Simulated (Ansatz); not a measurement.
System: cubic perovskite CsSnI3 (cubic high-temperature phase). Method: PBEsol+SOC in Ansatz (plane waves, PAW).

Numerical settings: plane-wave cutoff 520 eV, 6×6×6 k mesh, Fermi–Dirac smearing 0.01 eV, PAW data made under PBE.

Energies at three volumes about the minimum:

| V (Å³/atom) | E − E_lowest (meV/atom) |
|---|---|
| 45.269 | 1.08 |
| 46.193 | 0.00 |
| 47.116 | 1.00 |

Fit a parabola by hand: where is the minimum, what lattice constant follows, and what is the bulk modulus?

Slopes: (0.00 − 1.08)/(46.193 − 45.269) = -1.169 and (1.00 − 0.00)/(47.116 − 46.193) = 1.083 meV/Å³. Curvature E″ = 2 × (1.083 − (-1.169))/(47.116 − 45.269) = 2.439 meV/Å⁶. From the middle of the first interval, the slope vanishes at V0 = 45.7310 − (-1.169)/2.439 = 46.210 Å³/atom. B = V0 E″ = 46.210 × 2.439 meV/Å³ × 0.1602 GPa per meV/Å³ = 18.1 GPa. With 5 atoms in the cube, a = (5 × 46.210)^(1/3) = 6.136 Å. The full Birch–Murnaghan fit to all volumes gives V0 = 46.192 Å³/atom and B0 = 18.0 GPa.

Note: the relaxation could not lower the start's symmetry, so the cell can be a saddle point above a distorted one.

Ansatz is an electronic-structure program.
